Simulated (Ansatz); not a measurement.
Start from TlCdBr$_{3}$ in the cubic perovskite structure (space group Pm-3m, No. 221; a = 5.534 Å; a hypothetical phase, not in the database extracts checked). Axes: x, y, z lie along the cube axes.

(Cell as relaxed with PBE.)

Levels (all Ansatz, a quantum-chemistry and plane-wave program, PAW): PBE (420 eV, no SOC); r2SCAN (500 eV, no SOC).

Each level relaxes its own structure.

```
base                      PBE    r2SCAN
-------------------  --------  --------
volume per atom      33.90 Å³  32.60 Å³
lattice parameter a   5.534 Å   5.463 Å
band gap              0.81 eV   1.52 eV
```

The change: the cell is stretched by 1.99 % along y with no lateral relaxation; the atoms relax in the strained cell.

```csv
quantity,PBE,r2SCAN
smallest direct gap,1.29 eV,(withheld)
electron mass,0.16 mₑ (at Γ),(withheld)
"stress (xx, yy, zz, yz, xz, xy; compression positive)","(-0.30, -0.82, -0.30, 0.00, 0.00, 0.00) GPa",(withheld)
shift of the gap caused by the change,-0.07 eV,(withheld)
```

Q: Given the PBE results, estimate those of r2SCAN.

A: 
- smallest direct gap, r2SCAN: 2.07 eV
- electron mass, r2SCAN: 0.20 mₑ (at Γ)
- stress (xx, yy, zz, yz, xz, xy; compression positive), r2SCAN: (-0.34, -1.01, -0.34, 0.00, 0.00, 0.00) GPa
- shift of the gap caused by the change, r2SCAN: -0.06 eV

PBE's smallest direct gap lies 0.78 eV below r2SCAN's. Neither level is exact; r2SCAN is the comparison here, not a measurement.

Spin-orbit coupling, missing from the scalar runs, can matter with Tl. Masses are band curvatures over ±0.01 Å⁻¹ around the edge. Stability against distortions was not tested. Many cubic perovskites are stable only at high temperature; tilts and polar distortions were not tested.
